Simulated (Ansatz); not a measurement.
Cubic perovskite KZnF3, treated with BLYP in Ansatz (plane waves, PAW).

Run with plane-wave cutoff 520 eV, 8×8×8 k mesh, Fermi–Dirac smearing 0.01 eV, scalar-relativistic PAW data made under PBE.

Response to compression and expansion:

```tsv
V (Å³/atom)	P (GPa)	direct gap at Γ (eV)	smallest gap on the k mesh (eV)
13.556	4.75	5.576	3.880
13.845	2.98	5.399	3.817
14.133	1.41	5.229	3.757
14.422	0.00	5.066	3.698
14.710	-1.26	4.910	3.640
14.998	-2.38	4.760	3.583
15.287	-3.38	4.616	3.527
```

The fundamental gap (3.70 eV at the equilibrium volume, with added k points) lies elsewhere than Γ–Γ.

Ansatz is a first-principles code.
